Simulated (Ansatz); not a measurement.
An Ansatz (an electronic-structure program) input (r2SCAN (Ansatz), no spin-orbit coupling):

Ansatz 0.2 input:
```yaml
crystal:
  lattice:
    - [5.0812382738, 0, 0]
    - [0, 5.0812382738, 0]
    - [0, 0, 5.0812382738]
  atoms:
    - { symbol: K, position: [0, 0, 0] }
    - { symbol: Ta, position: [0.5, 0.5, 0.5] }
    - { symbol: Se, position: [0, 0.5, 0.5] }
    - { symbol: Se, position: [0.5, 0.5, 0] }
    - { symbol: Se, position: [0.5, 0, 0.5] }
basis: { ecutwfc: 500, ecutrho_ratio: 4, xc_grid: 4, fft_grid_basis: typed }
kpoints: { mp_grid: { grid: [9, 9, 9] } }
hamiltonian:
  xc: r2scan
  dispersion: none
  pseudopotentials: { kind: paw }
scf: { occupations: { method: fermi_dirac, width: 0.05 }, convergence: { dr2_threshold: 0.0000000005 } }
output: { forces: true, stress: true }
checkpoint: { write: state.ck, write_every: 1000 }
```

Task: Which symmetry and how many k-points will the program report, and about how many plane waves at Γ?

Result: Space group Pm-3m (ITA 221) with 48 operations, k-points 35 of 729, and 3287 plane waves at Γ.

Stability against distortions was not tested. All final runs are without spin polarisation. The cell was made from KTaO3 by this change: O → Se; the result is a hypothetical phase, not in the database extracts checked. KTaSe3 has a high density of states at the Fermi level and may be magnetic at this level.
